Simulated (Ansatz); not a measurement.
**Mo3Ir: pressure series**

The reference is Mo3Ir in the A15 (Cr3Si type) structure (space group Pm-3n, No. 223; a = 4.940 Å; a cell from a computed database, its experimental status unchecked).

Cell and atoms are relaxed at each pressure.

Computed with Ansatz (a first-principles code) PBEsol, without spin-orbit coupling.

| P (GPa) | V (Å³/atom) |
|---|---|
| 0.30 | 15.055 |
| 0.70 | 15.036 |
| 1.49 | 14.997 |
| 3.00 | 14.925 |
| 5.00 | 14.833 |
| 7.50 | 14.721 |
| 10.00 | 14.614 |

Problem. Fit a third-order Birch–Murnaghan equation of state.

Solution. Least squares on P(V) = (3B₀/2)[(V₀/V)^(7/3) − (V₀/V)^(5/3)]·[1 + (3/4)(B₀′ − 4)((V₀/V)^(2/3) − 1)] gives V₀ = 15.07 Å³/atom, B₀ = 304 GPa and B₀′ = 4.4.

Load acts through the strain it causes; cell and atoms are relaxed under it. No phonon test of stability was made. No other phases were tried under pressure. All final runs are without spin polarisation.
